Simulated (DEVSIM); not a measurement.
Structure: Si n-i-p diode, at 300 K.

```csv
layer (left to right),material,thickness (μm),Nd (cm⁻³),Na (cm⁻³),τn (s),τp (s)
1,Si,0.230,2.4e17,-,0.00089,0.00089
2,Si,14.0,-,5.5e12,0.00089,0.00089
3,Si,0.510,-,2.2e17,0.00089,0.00089
```

Left contact: ohmic. Right contact: ohmic. Voltage is applied to the left contact. Recombination: SRH at mid-gap. Gap narrowing is on: ΔEg = 6.92 meV × (l + √(l² + 0.5)), l = ln(N/1.3e17 cm⁻³), shared equally by both band edges. Mobility is constant in doping.

This is a model device: material constants are rounded textbook-type values typed into the input, and sizes, dopings and lifetimes were drawn at random. Values at 300 K.

| parameter | Si |
|---|---|
| gap (eV) | 1.124 |
| affinity (eV) | 4.05 |
| permittivity | 11.7 |
| Nc (cm⁻³) | 2.86e19 |
| Nv (cm⁻³) | 3.1e19 |
| μn (cm²/Vs) | 1417 |
| μp (cm²/Vs) | 470 |

DEVSIM, 1D drift-diffusion, Boltzmann statistics, complete ionisation; no tunnelling, impact ionisation, image-force lowering or self-heating.

The thickness of layer 3 was swept, all else fixed.

```csv
thickness of layer 3 (μm),dark forward voltage at 100 A/cm² (V),dark forward voltage at 1 A/cm² (V)
0.1,0.760,0.564
0.18,0.759,0.574
0.31,0.759,0.583
0.51,0.760,0.591
0.87,0.763,0.598
1.5,0.766,0.605
2.5,0.770,0.609
```

From the first row to the last the dark forward voltage at 100 A/cm² goes from 0.760 to 0.770. From the first row to the last the dark forward voltage at 1 A/cm² goes from 0.564 to 0.609.
